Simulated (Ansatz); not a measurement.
**A computed series for hypothetical zinc blende LiF: pressure series**

The parent structure is LiF in the zinc blende structure (space group F-43m, No. 216; a hypothetical phase, not in the database extracts checked).

```
LiF
1.0
    0.00000     2.18210     2.18210
    2.18210     0.00000     2.18210
    2.18210     2.18210     0.00000
F Li
1 1
Direct
  0.75000   0.75000   0.75000
  0.00000   0.00000   0.00000
```

Cell and atoms are relaxed at each pressure.

Calculations: Kohn–Sham DFT with the PBE functional, run in Ansatz (a quantum-chemistry and plane-wave program) with PAW and 420 eV plane waves, scalar-relativistic without spin-orbit coupling.

Candidates:
(a) pressure 75 GPa
(b) pressure 15 GPa
(c) pressure 100 GPa
(d) pressure 30 GPa
(e) pressure 50 GPa

For the base:

| Quantity | Result |
|---|---|
| Band gap | 7.65 eV |

**Question.** Order them by band gap, lowest first.

**Answer.** (b) pressure 15 GPa (8.77 eV), (d) pressure 30 GPa (9.53 eV), (e) pressure 50 GPa (10.32 eV), (a) pressure 75 GPa (11.11 eV), (c) pressure 100 GPa (11.77 eV)

Load acts through the strain it causes; cell and atoms are relaxed under it. Stability against distortions was not tested. No other phases were tried under pressure.
